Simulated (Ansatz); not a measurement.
Take NaI in the rock salt structure (space group Fm-3m, No. 225; a = 6.4021 Å) as the base.

The values are results of Kohn–Sham DFT with the PBEsol functional, run in Ansatz (a first-principles code) with PAW and 420 eV plane waves, scalar-relativistic without spin-orbit coupling, not measurements.

Strains are applied to the cell and any free atomic positions relax.

One change was made to it. Results:

The energy rises by 3.3 meV/atom; the electron mass remains 0.26 mₑ (at Γ); the width of the top valence band decreases by 0.08 eV, from 1.00 eV to 0.92 eV; the band gap decreases by 0.114 eV to 3.48 eV.

Task: Which of these changes matches the shifts?
A) isotropic strain +1.50 %
B) isotropic strain +2.00 %
C) isotropic strain −2.50 %
D) isotropic strain −0.50 %

Result: A, isotropic strain +1.50 %. For comparison, the energy relative to the base in the other runs: isotropic strain −0.50 % gives +0.4 meV/atom; isotropic strain −2.50 % gives +11 meV/atom; isotropic strain +2.00 % gives +5.7 meV/atom.

With I present, leaving out spin-orbit coupling can change the band edges. Effective masses come from finite differences of ±0.01 Å⁻¹. Whether these cells are dynamically stable was not tested.
